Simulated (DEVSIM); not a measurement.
Device: Al0.2Ga0.8As/GaAs n-p heterojunction, at 400 K.

```tsv
layer (left to right)	material	thickness (μm)	Nd (cm⁻³)	Na (cm⁻³)	τn (s)	τp (s)
1	Al0.2Ga0.8As	0.0590	2e16	-	6.9e-10	6.9e-10
2	GaAs	1.90	-	1.3e18	6.9e-10	6.9e-10
```

Left contact: ohmic. Right contact: ohmic. Voltage is applied to the left contact. Recombination: SRH at mid-gap, Auger. Mobility is μmin + (μ − μmin)/(1 + (N/Nref)^α).

Constants are typed, rounded textbook-type inputs, not results; the design itself was drawn at random and stands for no fabricated device. Values at 300 K; Nc and Nv go as T^1.5, mobilities as T to minus their exponent, the gap by Varshni's rule with the affinity fixed.

```tsv
parameter	Al0.2Ga0.8As	GaAs
gap (eV)	1.6734	1.424
affinity (eV)	3.912	4.07
permittivity	12.33	12.9
Nc (cm⁻³)	6.04e17	4.7e17
Nv (cm⁻³)	9e18	9e18
μn (cm²/Vs)	4980	8500
μp (cm²/Vs)	250	400
μn,min	500	500
μp,min	20	20
Nref,n	6e16	6e16
Nref,p	1.5e17	1.5e17
αn	0.39	0.39
αp	0.38	0.38
T exponent of μn	2.1	2.1
T exponent of μp	2.2	2.2
Cn (cm⁶/s)	1e-30	1e-30
Cp (cm⁶/s)	1e-30	1e-30
Varshni α (eV/K)	0.000541	0.000541
Varshni β (K)	204	204
```

Simulated with DEVSIM: 1D drift-diffusion, Boltzmann statistics, complete ionisation; no tunnelling, impact ionisation, image-force lowering or self-heating. Band offsets follow the typed affinities; no thermionic-emission limit at abrupt steps, no polarisation charge.

The thickness of layer 1 was swept, all else fixed.

| thickness of layer 1 (μm) | dark forward voltage at 100 A/cm² (V) | dark forward voltage at 1 A/cm² (V) | largest field in the device at zero bias (V/cm) |
|---|---|---|---|
| 0.012 | 1.046 | 0.875 | 520000 |
| 0.021 | ? | ? | ? |
| 0.035 | 1.067 | 0.896 | 310000 |
| 0.059 | 1.078 | 0.907 | 210000 |
| 0.1 | 1.088 | 0.918 | 140000 |
| 0.18 | 1.094 | 0.928 | 98000 |
| 0.29 | 1.096 | 0.931 | 87000 |

**Question.** Some entries are withheld; supply them.

**Answer.** 
- 0.021, dark forward voltage at 100 A/cm² (V): 1.056
- 0.021, dark forward voltage at 1 A/cm² (V): 0.885
- 0.021, largest field in the device at zero bias (V/cm): 410000
